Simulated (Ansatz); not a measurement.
Start from RhPb (space group P6/mmm, No. 191; a = 5.6630 Å, c = 4.4417 Å). Axes: x lies along a and z along c of the hexagonal cell.

One thing is altered: biaxial strain −0.78 %, plane normal [001], relaxed out of plane (Cartesian); in-plane vectors clamped, the third vector and the atoms free.

Levels (all Ansatz, an electronic-structure program, PAW): PBEsol (420 eV, without spin-orbit coupling); PBEsol+SOC (420 eV, spin-orbit coupling included).

The geometry is relaxed with PBEsol.

- PBEsol pressure = 1.5 GPa

Task: Predict the pressure from PBEsol+SOC.

Result: The pressure drops by 0.42 GPa to 1.0 GPa.

Single points use the geometry relaxed with PBEsol. Differences between runs with and without spin-orbit coupling are approximate. No phonon test of stability was made. The runs without spin-orbit coupling are not spin-polarised.
